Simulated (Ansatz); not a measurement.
The structure below was relaxed with r2SCAN in Ansatz (plane waves to 500 eV, PAW, without spin-orbit coupling), at pressure 9 GPa.

```xyz
2
Lattice="0.0000 2.7413 2.7413 2.7413 0.0000 2.7413 2.7413 2.7413 0.0000" Properties=species:S:1:pos:R:3 pbc="T T T"
Ga     0.0000     0.0000     0.0000
As     1.3707     1.3707     1.3707
```

Q: Find the space group and the Wyckoff positions.

A: Space group F-43m (No. 216); a = 5.4827 Å, b = 5.4827 Å, c = 5.4827 Å, α = 90.00°, β = 90.00°, γ = 90.00°

```tsv
atom	site	symmetry	x	y	z
Ga	4a	-43m	0.0000	0.0000	0.0000
As	4d	-43m	0.7500	0.7500	0.7500
```

Load acts through the strain it causes; cell and atoms are relaxed under it. Stability against distortions was not tested. Tetrahedral semiconductors of this kind turn to denser phases somewhere between about 1 and 50 GPa; those were not computed, so compressed cells here can lie past the real transition. The cell was made from GaAs in the zinc blende structure (space group F-43m, No. 216) by this change: pressure 9 GPa.

Ansatz is a quantum-chemistry and plane-wave program.
